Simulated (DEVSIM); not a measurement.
Structure: Pd/AlN/p-Ge capacitor, at 300 K.

Layer 1 from the left is AlN, thickness (nm) 28.0. Layer 2 from the left is Ge, thickness (nm) 5400, Na (cm⁻³) 1.2e16.

Metal gate on the left, work function 5.2 eV. Fixed charge at the semiconductor interface -1.7e11 cm⁻² (in units of +e); interface traps 2e12 cm⁻² eV⁻¹, uniform in energy, neutral level at 0.7 of the gap above the valence band.

This is a model device: material constants are rounded textbook-type values typed into the input, and sizes, dopings and lifetimes were drawn at random. Values at 300 K.

AlN: gap (eV) 6.1, affinity (eV) 1.9, permittivity 8.5. Ge: gap (eV) 0.664, affinity (eV) 4, permittivity 16, Nc (cm⁻³) 1.04e19, Nv (cm⁻³) 6e18.

DEVSIM, 1D Poisson equation in equilibrium, Boltzmann statistics, complete ionisation; no quantum confinement or tunnelling. Metal contacts follow the ideal Schottky-Mott rule: no Fermi-level pinning, no interface dipoles.

Task: What does the simulation give for the minimum of the low-frequency capacitance, the flat-band voltage?

Result: minimum of the low-frequency capacitance 0.161 μF/cm²; flat-band voltage 0.44 V.
